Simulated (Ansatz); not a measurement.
# Hypothetical I4_132 C, pressure series

Base system: C (space group I4_132, No. 214; a hypothetical phase, not in the database extracts checked).

Space group I4₁32 (No. 214); a = 4.1047 Å, b = 4.1047 Å, c = 4.1047 Å, α = 90.00°, β = 90.00°, γ = 90.00°

| atom | site | symmetry | x | y | z |
|---|---|---|---|---|---|
| C | 8a | .32 | 0.1250 | 0.1250 | 0.1250 |
(The calculation used a cell of 4 atoms; values per cell refer to that cell.)

Cell and atoms are relaxed at each pressure.

Level of theory: Ansatz (a program for electronic structure), PBEsol, PAW, cutoff 420 eV, no SOC.

```csv
pressure (GPa),volume per atom (Å³/atom)
-2,8.711
-1,8.678
0,8.645
0.3,8.635
0.7,8.622
1.5,?
3,8.549
7.5,8.414
10,8.343
```

**Question.** Fit the third-order Birch–Murnaghan form P(V) = (3B₀/2)[(V₀/V)^(7/3) − (V₀/V)^(5/3)]·[1 + (3/4)(B₀′ − 4)((V₀/V)^(2/3) − 1)] (squares taken in P) to the rows shown and predict the withheld row.

**Answer.** Least squares on the printed values gives V₀ = 8.645 Å³/atom, B₀ = 264 GPa, B₀′ = 3.5; this predicts 8.596 Å³/atom, and the run gives 8.597 Å³/atom, in agreement.

Load acts through the strain it causes; cell and atoms are relaxed under it. Whether these cells are dynamically stable was not tested. No other phases were tried under pressure.
